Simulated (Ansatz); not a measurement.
# CsPbBr3 (space group R3m, No. 160; a hypothetical phase, not in the database extracts checked)

```
CsPbBr3
1.0
    4.13033     2.38465     3.44603
   -4.13033     2.38465     3.44603
    0.00000    -4.76930     3.44603
Cs Pb Br
1 1 3
Direct
  0.02218   0.02218   0.02218
  0.48974   0.48974   0.48974
  0.47777   0.47777   0.98852
  0.98852   0.47777   0.47777
  0.47777   0.98852   0.47777
```

Method: PBEsol, PAW, 420 eV (Ansatz, a quantum-chemistry and plane-wave program; no SOC). Settings: 6×6×6 k-points, 0.05 eV Fermi–Dirac smearing.

```yaml
volume_per_atom: 40.73 Å³
density: 4.73 g/cm³
band_gap: 1.52 eV, direct at T
hole_mass: 0.14 mₑ along k, 0.16 mₑ across
Lowest conduction-band minima above the VBM: T (1/2, 1/2, 1/2) 1.52 eV
total_energy: -5111.296 eV/atom (σ→0; compares only within this code and set-up)
```

With Pb present, leaving out spin-orbit coupling can change the band edges. Effective masses come from finite differences of ±0.01 Å⁻¹. Along k means along the line from Γ to the band edge. Whether these cells are dynamically stable was not tested.
